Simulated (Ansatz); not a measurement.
Effect of P on a Fe site, symmetric start on FeNi3

The reference is a 16-atom supercell of FeNi3 in the Cu3Au type structure (space group Pm-3m, No. 221; a = 3.489 Å; ferromagnetic) at its relaxed geometry.

Modification: one Fe atom is replaced by P, atoms relaxed at fixed cell.

The values are results of PBEsol/PAW in Ansatz (a quantum-chemistry and plane-wave program), without spin-orbit coupling, not measurements. Γ-centred 7×7×7 mesh, Fermi–Dirac width 0.05 eV.

| quantity | base | changed | shift |
|---|---|---|---|
| pressure | 0.0 GPa | -2.0 GPa | -2.0 GPa |
| energy gained by relaxation | – | 0.01 eV | – |
| largest displacement of a host atom from its site in the perfect cell | – | 0.01 Å | – |

Cost of the whole job for the changed cell (relaxation, final SCF and bands): around 6 core-minutes (rough).

Other magnetic orders, which the real material may have, were not ruled out. In so small a cell the defect repeats every few ångströms: this is an ordered compound, not a dilute defect. The defect started on the symmetric site and kept its symmetry, so it may sit on a saddle. The defect cell is spin-polarised and ends with 15.0 μB.
